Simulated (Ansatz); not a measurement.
Consider a 16-atom supercell of AgCl in the rock salt structure (space group Fm-3m, No. 225; a = 5.5450 Å) at its relaxed geometry.

Level of theory: r2SCAN (Ansatz, a program for electronic structure; PAW; 500 eV plane waves; no SOC).

For the base:

```
Quantity    Value
--------  -------
Pressure  0.0 GPa
```

One thing is altered: a neutral Ag on a Cl site (antisite), atoms relaxed at fixed cell, starting from a slightly rattled geometry.

### Question
Predict the new largest displacement of a host atom from its site in the perfect cell, pressure and shift of the substituted atom off its lattice site.

### Answer
The largest displacement of a host atom from its site in the perfect cell amounts to 1.25 Å; the pressure goes from zero to 0.2 GPa; the shift of the substituted atom off its lattice site comes out as 1.39 Å.

Other magnetic orders, which the real material may have, were not ruled out. The cell is small, so the values are those of an ordered compound at a high defect concentration; dilute-limit values will differ. Seeded moments were not kept for Ag on a Cl site (antisite). The defect cell is spin-polarised and ends with 0.0 μB.
